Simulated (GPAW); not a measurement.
```yaml
crystal:
  lattice:
    - [4.62992, 0.00000, 0.00000]
    - [-2.31496, 4.00963, 0.00000]
    - [0.00000, 0.00000, 2.94338]
  atoms:
    - { symbol: Zr, position: [0.00000, 0.00000, 0.00000] }
    - { symbol: Ti, position: [0.66667, 0.33333, 0.50000] }
    - { symbol: Ti, position: [0.33333, 0.66667, 0.50000] }
```

Level of theory: LDA (Perdew-Wang 92), GPAW PAW datasets LDA (gpaw-data 1.0.1) (plane waves; GPAW).

The set-up and first iterations of a GPAW log for ZrTi2 (P6/mmm, 3 atoms in the cell):

```
Input parameters:
  convergence: {density: 1e-05}
  kpts: {gamma: True,
         size: (8, 8, 11)}
  maxiter: 100
  mode: {ecut: 850,
         name: pw}
  nbands: -9
  occupations: {name: fermi-dirac,
                width: 0.1}
  symmetry: {symmorphic: False,
             tolerance: 0.0005}

species:
  Zr:
    name: Zirconium
    Z: 40.0
    valence: 12
    core: 28
    charge: 0.0
    file: Zr.LDA.gz

    # Using partial waves for Zr as LCAO basis

  Ti:
    name: Titanium
    Z: 22.0
    valence: 12
    core: 10
    charge: 0.0
    file: Ti.LDA.gz

    # Using partial waves for Ti as LCAO basis

Reference energy: -144134.460814  # eV

Spin-paired calculation

Convergence criteria:
 Maximum [total energy] change in last 3 cyles: 0.0005 eV / valence electron
 Maximum integral of absolute [dens]ity change: 1e-05 electrons / valence electron
 Maximum integral of absolute [eigenst]ate change: 4e-08 eV^2 / valence electron
   [... lines left out ...]
  Pulay-stress correction: 0.000000 eV/Ang^3 (de/decut=0.000000)

Occupation numbers: Fermi-Dirac:
  width: 0.1000  # eV

Eigensolver

Densities:
  Coarse grid: 32*32*20 grid
  Fine grid: 64*64*40 grid
  Total Charge: 0.000000

Density mixing:
  Method: separate
  Backend: pulay
  Linear mixing parameter: 0.05
  old densities: 5
  Damping of long wavelength oscillations: 50

Hamiltonian:
  XC and Coulomb potentials evaluated on a 64*64*40 grid
  External potential:
    NoExternalPotential

Number of atoms: 3
Number of atomic orbitals: 39
Number of bands in calculation: 27
Number of valence electrons: 36
Bands to converge: occupied

Density initialized from atomic densities
  27 bands from LCAO basis set

Atomic positions and initial magnetic moments

Positions:
   0 Zr     0.000000    0.000000    0.000000    ( 0.0000,  0.0000,  0.0000)
   1 Ti     2.314963    1.336542    1.471691    ( 0.0000,  0.0000,  0.0000)
   2 Ti    -0.000002    2.673088    1.471691    ( 0.0000,  0.0000,  0.0000)

Unit cell:
           periodic     x           y           z      points  spacing
  1. axis:    yes    4.629922    0.000000    0.000000    32     0.1253
  2. axis:    yes   -2.314961    4.009630    0.000000    32     0.1253
  3. axis:    yes    0.000000    0.000000    2.943381    20     0.1472

  Lengths:   4.629922   4.629922   2.943381
  Angles:   90.000000  90.000000 120.000000

Effective grid spacing dv^(1/3) = 0.1387
     iter     time        total  log10-change:
                         energy   eigst   dens
iter:   1 --:--:--   -23.593443
iter:   2 --:--:--   -23.548181   -0.76  -1.41
iter:   3 --:--:--   -23.214441   -1.09  -1.43
iter:   4 --:--:--   -23.151624   -1.74  -1.64
iter:   5 --:--:--   -23.206605   -1.08  -1.76
iter:   6 --:--:--   -23.184472   -2.35  -2.09
iter:   7 --:--:--   -23.143220   -1.50  -2.10
iter:   8 --:--:--   -23.137306   -2.98  -2.49
iter:   9 --:--:--   -23.140709c  -3.30  -2.57
iter:  10 --:--:--   -23.137059c  -4.07  -2.48
iter:  11 --:--:--   -23.136687c  -4.48  -2.59
iter:  12 --:--:--   -23.132212c  -2.51  -2.65
iter:  13 --:--:--   -23.131834c  -4.02  -3.12
```

### Question
Will this run converge, and how will it end?

### Answer
The run converged in 26 iterations. Its thresholds were met; that alone does not show that basis and mesh suffice. It ends on: free energy E − TS (from the program's reference atoms) -23.1874 eV; Fermi level (on the code's own zero) 9.20 eV; pressure -1.27 GPa. The log goes on:

```
   [... 5 lines left out ...]
iter:  19 --:--:--   -23.131868c  -6.50  -4.16
iter:  20 --:--:--   -23.131872c  -7.39  -4.31
iter:  21 --:--:--   -23.131871c  -7.29  -4.37
iter:  22 --:--:--   -23.131867c  -7.07  -4.46
iter:  23 --:--:--   -23.131860c  -7.46c -4.50
iter:  24 --:--:--   -23.131860c  -8.31c -4.57
iter:  25 --:--:--   -23.131858c  -7.57c -4.63
iter:  26 --:--:--   -23.131857c  -8.19c -5.13c
Converged after 26 iterations.

Dipole moment: (-0.000000, 0.000000, 0.000006) |e|*Ang

Energy contributions relative to reference atoms: (reference = -144134.460814)

Kinetic:        +16.986154
Potential:      -15.185753
External:        +0.000000
XC:             -25.214968
Entropy (-ST):   -0.111073
Local:           +0.338247
SIC:             +0.000000
--------------------------
Free energy:    -23.187393
Extrapolated:   -23.131857

Showing only first 2 kpts
 Kpt  Band  Eigenvalues  Occupancy
  0    16      8.94471    1.85062
  0    17      8.94473    1.85059
  0    18      9.16463    1.15743
  0    19     10.10910    0.00022

  1    16      8.76929    1.97245
  1    17      8.76931    1.97244
  1    18      9.38465    0.26417
  1    19     10.31059    0.00003

Fermi level: 9.19638

No gap
No difference between direct/indirect transitions
Energy (eV): -23.131857

Forces in eV/Ang:
  0 Zr    0.00000    0.00000    0.00000
  1 Ti   -0.00000   -0.00000    0.00000
  2 Ti    0.00000    0.00000    0.00000

Stress tensor:
     0.010046    -0.000000     0.000000
    -0.000000     0.010046     0.000000
     0.000000     0.000000     0.003679
Stress (GPa, Voigt): [ 1.6096  1.6096  0.5894  0.      0.     -0.    ]
```

For comparison: a first run was changed to give this one (lattice scaled by 0.98), and from it to this one the free energy drops by 30.8 meV/atom and the pressure goes from -7.42 to -1.27 GPa.

The starting cell comes from a database of computed structures (which also holds hypothetical and non-ambient phases and stackings), without a prior relaxation at this level. For this run, on top of that: lattice scaled by 0.98. Spin polarisation is off.

The run was DFT LDA (Perdew-Wang 92), plane waves, GPAW PAW datasets LDA (gpaw-data 1.0.1). Main settings of its input:

| key | value |
|---|---|
| mode | pw |
| ecut | 850 eV |
| xc | LDA |
| kpts | 8 8 11 |
| mesh shift (steps) | 0 0 0 |
| occupations.name | fermi-dirac |
| occupations.width | 0.1 eV |
| nbands | -9 |
| convergence.density | 1e-05 e/electron |
| symmetry.symmorphic | false |
| symmetry.tolerance | 0.0005 |
| maxiter | 100 |
